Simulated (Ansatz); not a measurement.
The starting structures come from a database of crystals and need not be the phases stable at ambient conditions.

The decay constant κ of evanescent states in the gap governs leakage through a thin film.

Here is the system:

```
MgTe
1.0
    4.20360     0.00000     0.00000
    0.00000     5.94479     0.00000
    2.10180     2.97240     2.10180
Mg Te
1 1
Direct
  0.00000   0.00000   0.00000
  0.00000   0.50000   0.00000
```

Space group of this cell: Fm-3m, rock salt. The cell is taken as given; by PBEsol its mean pressure is -1.0 GPa.

Transport runs along the normal of the first two printed cell vectors, the (110) plane of the conventional cell.

No gap correction and no spin-orbit coupling; mid-gap values are interpolated between computed energies.

Q: Give the band gap and the smallest decay constant κ at mid-gap that PBEsol (Ansatz, a first-principles code) yields.

A: Gap 0.44 eV on a 14×14×14 mesh; κ = 0.075 1/Å, at the zone centre.
